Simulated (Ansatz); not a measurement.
The parent structure is MoSi₂ (space group I4/mmm, No. 139; relaxed with 0.1 eV smearing).

```yaml
crystal:
  lattice:
    - [-1.60839, 1.60839, 3.93729]
    - [1.60839, -1.60839, 3.93729]
    - [1.60839, 1.60839, -3.93729]
  atoms:
    - { symbol: Si, position: [0.66492, 0.66492, 0.00000] }
    - { symbol: Si, position: [0.33508, 0.33508, 0.00000] }
    - { symbol: Mo, position: [0.00000, 0.00000, 0.00000] }
```

Calculations: DFT with PBE, PAW potentials and a 420 eV plane-wave cutoff in Ansatz (a quantum-chemistry and plane-wave program), no spin-orbit coupling.

Base values:

| Item | Value |
|---|---|
| Pressure | 0.0 GPa |

Now apply this change: an isotropic linear strain of −1.00 %; the atoms relax in the strained cell.

### Question
How does this affect the energy relative to the base?

### Answer
The energy increases by 8.1 meV/atom.

### Question
What does the calculation give for the pressure after the change?

### Answer
The pressure (mean of the normal stresses, compression positive) goes from zero to 6.6 GPa.

No phonon test of stability was made. All final runs are without spin polarisation.
